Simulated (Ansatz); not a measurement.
## Response to strain in SrO

Start from SrO in the rock salt structure (space group Fm-3m, No. 225).

SrO has the cubic space group Fm-3m (No. 225), the rock salt structure, Pearson symbol cF8. Lattice parameters: a = 5.1949 Å, b = 5.1949 Å, c = 5.1949 Å, α = 90.00°, β = 90.00°, γ = 90.00°. Sr on 4a is coordinated by 6 O at 2.597 Å (octahedral). O on 4b sees 6 Sr at 2.597 Å (octahedral). (Neighbours: up to the widest gap in distance over summed covalent radii, below 1.35, at either atom; cation-cation and far metal-metal contacts left out.)
(The calculation used a cell of 2 atoms; values per cell refer to that cell.)

Strains are applied to the cell and any free atomic positions relax.

Level of theory: PBE (Ansatz, a first-principles code, PAW, scalar-relativistic without spin-orbit coupling).

```tsv
isotropic strain (%)	pressure (GPa)
-3	9.5
-1.5	4.2
-1	2.7
-0.5	1.3
0	0.0
1.5	-3.4
2	?
2.5	-5.3
3	-6.1
```

Fit P = P₀ − Bδ + Cδ² with δ = (1 + ε)³ − 1 to the rows shown and predict the withheld row.

Least squares on the printed values gives P₀ = 0.0 GPa, B = 87.2 GPa, C = 244 GPa (largest residual 0.1 GPa); this predicts -4.5 GPa, and the run gives -4.4 GPa, in agreement.

Whether these cells are dynamically stable was not tested.
